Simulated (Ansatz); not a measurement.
# Several settings converged on ScZn3 (P3m1, 8 atoms in the cell)

```yaml
crystal:
  lattice:
    - [5.83617, 0.00000, 0.00000]
    - [-2.91809, 5.05427, 0.00000]
    - [0.00000, 0.00000, 4.31144]
  atoms:
    - { symbol: Sc, position: [0.33333, 0.66667, 0.76160] }
    - { symbol: Sc, position: [0.66667, 0.33333, 0.25000] }
    - { symbol: Zn, position: [0.84266, 0.68533, 0.75000] }
    - { symbol: Zn, position: [0.15734, 0.31467, 0.25000] }
    - { symbol: Zn, position: [0.15734, 0.84266, 0.25000] }
    - { symbol: Zn, position: [0.84266, 0.15734, 0.75000] }
    - { symbol: Zn, position: [0.31467, 0.15734, 0.75000] }
    - { symbol: Zn, position: [0.68533, 0.84266, 0.25000] }
```

Base method: PBEsol, default PAW files made with PBE (plane waves; Ansatz, a quantum-chemistry and plane-wave program).

Base settings: basis.ecutwfc = 420 eV; kpoints.mp_grid.grid = 5 5 6; hamiltonian.xc = pbesol; hamiltonian.pseudopotentials = {kind: paw} (the program's default PAW files); scf.occupations.method = fermi_dirac; scf.occupations.width = 0.1 eV.

The count of work is k-points × plane waves × bands × iterations; it is no time. Core times come from one kind of shared machine, to one figure; runs under 30 s give none.

**The k-point mesh at a smearing width of 0.05 eV**

In this ladder: scf.occupations.width = 0.05 eV.

The second cell is the first with its lattice scaled by 0.98.

Only quantities that move along the ladder and can be compared are tabulated.

| kpoints.mp_grid.grid | free energy less the last step's (meV/atom) | energy of the compressed cell less the first (meV/atom) | pressure (GPa) | largest difference of a force vector from the last step's (eV/Å) | count of work / last | core time / last (rough) |
|---|---|---|---|---|---|---|
| 3 3 3 | -4.98 | 10.17 | -1.11 | 0.041 | 0.015 | – |
| 4 4 4 | 0.09 | 11.43 | -0.87 | 0.012 | 0.028 | – |
| 4 4 5 | 7.08 | 11.49 | -0.85 | 0.019 | 0.030 | – |
| 6 6 7 | -0.19 | 11.42 | -0.89 | 0.003 | 0.079 | – |
| 9 9 10 | -0.02 | 11.31 | -0.91 | 0.003 | 0.21 | 0.2 |
| 11 11 12 | 0.02 | 11.26 | -0.92 | 0.002 | 0.35 | 0.3 |
| 16 16 18 | 0.00 | 11.27 | -0.91 | 0.000 | 1.0 | 1 |

Coarsest kpoints.mp_grid.grid that holds the free energy within 2 meV/atom of the last step, with all finer ones: 6 6 7, at 0.079 of the last step's count of work; the step before is off by 7.1 meV/atom.

Coarsest kpoints.mp_grid.grid that holds the energy of the compressed cell less the first within 0.5 meV/atom of the last step, with all finer ones: 4 4 4, at 0.028 of the last step's count of work; the step before is off by 1.1 meV/atom.

Coarsest kpoints.mp_grid.grid that holds the forces within 0.01 eV/Å of the last step, with all finer ones: 6 6 7, at 0.079 of the last step's count of work; the step before is off by 0.019 eV/Å.

The energy difference between the two cells stays within 1 meV/atom of the last step's from 4 4 4 on, the total only from 6 6 7 on: much of the error is common to both cells and cancels.

**The width of Methfessel-Paxton smearing**

In this ladder: kpoints.mp_grid.grid = 8 8 10; scf.occupations.method = methfessel_paxton.

Narrow widths need finer meshes than wide ones, so the last steps can hold mesh noise.

Only quantities that move along the ladder and can be compared are tabulated; pressure and forces are left out, as mesh noise rules them at narrow widths.

| scf.occupations.width | free energy less the last step's (meV/atom) |
|---|---|
| 1 eV | -2.35 |
| 0.5 eV | -0.38 |
| 0.3 eV | -0.38 |
| 0.2 eV | -0.31 |
| 0.1 eV | 0.00 |

Widest scf.occupations.width that holds the free energy within 1 meV/atom of the last step, with all finer ones: 0.5 eV; the step before is off by 2.3 meV/atom.

On the base run: the starting cell comes from a database of computed structures (which also holds hypothetical and non-ambient phases and stackings), without a prior relaxation at this level. Its lattice was rescaled by up to half a per cent. One atom was moved a little off its site on purpose. Ansatz's pressure includes its estimate of the finite-basis (Pulay) stress.

Left out of this page: 2 runs of the series outside the window shown, repeating another row's setting, or not comparable.

Keys are those of Ansatz 0.2.
